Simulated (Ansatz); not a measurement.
Consider BAs in the zinc blende structure (space group F-43m, No. 216).

```
BAs
1.0
    0.00000     2.39193     2.39193
    2.39193     0.00000     2.39193
    2.39193     2.39193     0.00000
B As
1 1
Direct
  0.00000   0.00000   0.00000
  0.25000   0.25000   0.25000
```

Method: Ansatz (a program for electronic structure), r2SCAN, PAW, cutoff 500 eV, scalar-relativistic without spin-orbit coupling.

Strains are applied to the cell and any free atomic positions relax.

One change was made to it. Results:

The hole mass (degenerate bands, along [100]) goes from 0.21, 0.22, 0.22 mₑ (at Γ) to 0.21, 0.21, 0.23 mₑ (at Γ); the energy rises by 13 meV/atom; the band gap falls by 0.05 eV (1.38 eV → 1.33 eV).

What was done to the base?
(A) isotropic strain −1.50 %
(B) isotropic strain −2.00 %
(C) isotropic strain −2.50 %
(D) isotropic strain −0.50 %
(E) isotropic strain −3.00 %

A, isotropic strain −1.50 %. For comparison, the energy relative to the base in the other runs: isotropic strain −2.00 % gives +23 meV/atom; isotropic strain −2.50 % gives +37 meV/atom; isotropic strain −0.50 % gives +1.4 meV/atom; isotropic strain −3.00 % gives +53 meV/atom.

Effective masses come from finite differences of ±0.01 Å⁻¹. Whether these cells are dynamically stable was not tested.
